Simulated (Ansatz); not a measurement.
Results of r²SCAN+rVV10 (plane waves, PAW; Ansatz, an electronic-structure program) for ErIr2 (Fd-3m, No. 227).

Numerical settings: plane-wave cutoff 560 eV, 14×14×14 k mesh, Fermi–Dirac smearing 0.05 eV, spin-polarised with parallel moments, scalar-relativistic PAW data made under PBE.

Computed at the level's own relaxed cell.

Q: Predict the lattice parameter a.

A: 
- lattice parameter a = 7.475 Å

Note: the magnetic order was assumed, not searched for or taken from measurement; the 4f shell is treated without U or exact exchange, so its levels and filling can be wrong.

Spin–orbit coupling is not included.

Static lattice: no zero-point or thermal effects.
